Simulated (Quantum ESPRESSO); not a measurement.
A working Quantum ESPRESSO input for ZrTaTe₄ (P-3m1, 6 atoms in the cell) (DFT, PBEsol, plane waves, GBRV 1.5 ultrasoft (PBESOL) pseudopotentials):

```fortran
&control
   calculation = 'scf'
   prefix = 'pwscf'
   outdir = './tmp'
   pseudo_dir = './'
   tprnfor = .true.
   tstress = .true.
/
&system
   ibrav = 4
   celldm(1) = 7.360483312
   celldm(3) = 3.78554400148
   nat = 6
   ntyp = 3
   ecutwfc = 40
   ecutrho = 320
   occupations = 'smearing'
   smearing = 'cold'
   degauss = 0.0073499
/
&electrons
   conv_thr = 1.0d-10
/
ATOMIC_SPECIES
Zr    91.2240  zr_pbesol_v1.uspp.F.UPF
Ta   180.9479  ta_pbesol_v1.uspp.F.UPF
Te   127.6000  te_pbesol_v1.uspp.F.UPF
ATOMIC_POSITIONS angstrom
Zr    0.000000000    0.000000000    7.372347000
Ta    0.000000000    0.000000000    0.000000000
Te    0.000000000    2.248779316   12.946283673
Te    1.947500015    1.124389658    1.798410327
Te    0.000000000    2.248779316    5.474999776
Te    1.947500015    1.124389658    9.269694224
K_POINTS automatic
5 5 2  0 0 0
```

The run converged in 19 iterations: free energy E − TS -4719.1114 eV; Fermi level (on the code's own zero) 7.03 eV; pressure -5.78 GPa; largest force (vector length) 0.811 eV/Å. Each of these slips is then made, one at a time:

(1)
```diff
-   pseudo_dir = './'
+   pseudo_dir = './pseudo/'
```

(2)
```diff
-   ecutwfc = 40
-   ecutrho = 320
```

Question: Predict the outcome of each change.

Answer: 
(1) A wrong folder for the potentials. The program stopped before any SCF iteration.
```
Error in routine readpp (1):
file ./pseudo/zr_pbesol_v1.uspp.F.UPF not found
```

(2) No plane-wave cutoff. The program stopped before any SCF iteration.
```
Error in routine set_cutoff (1):
ecutwfc not set
```

The starting cell comes from a database of computed structures (which also holds hypothetical and non-ambient phases and stackings), without a prior relaxation at this level. Its lattice was rescaled by a random factor within 2.5 % of one. Spin polarisation is off; with an odd number of electrons in the cell that forces a metal, and a magnetic state may lie lower. In the base run, with a pressure of about -6 GPa the cell is away from its equilibrium volume at this level.

Left out of this page: 3 runs of the series outside the window shown, repeating another row's setting, or not comparable.
